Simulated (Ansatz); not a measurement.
Given:

```
SiC
1.0
    2.96471     0.00000     0.00000
   -1.48235     2.64692     0.00000
    0.00000     0.00000     5.01582
Si C
2 2
Cartesian
  0.00000   1.76655   5.01843
  1.48235   0.88037   2.51051
  0.00000   1.77894   1.87833
  1.48235   0.86798   4.38624
```

No spin polarisation.

Level of theory: Kohn–Sham DFT with the LDA functional, run in Ansatz (a first-principles code) with PAW and 420 eV plane waves, without spin-orbit coupling. Settings: 12×12×7 k-points, 0.05 eV Fermi–Dirac smearing.

Q: What gap character does the calculation give?

A: Indirect, Γ → C₀.

Q: Predict the stress (xx, yy, zz, yz, xz, xy; compression positive).

A: (16.90, 3.69, 1.88, 0.00, 0.00, 0.00) GPa.

The cells carry an imposed strain or load. No phonon test of stability was made. The cell was made from SiC in the wurtzite structure (space group P6_3mc, No. 186) by this change: uniaxial strain ε_xx = −3.00 %.
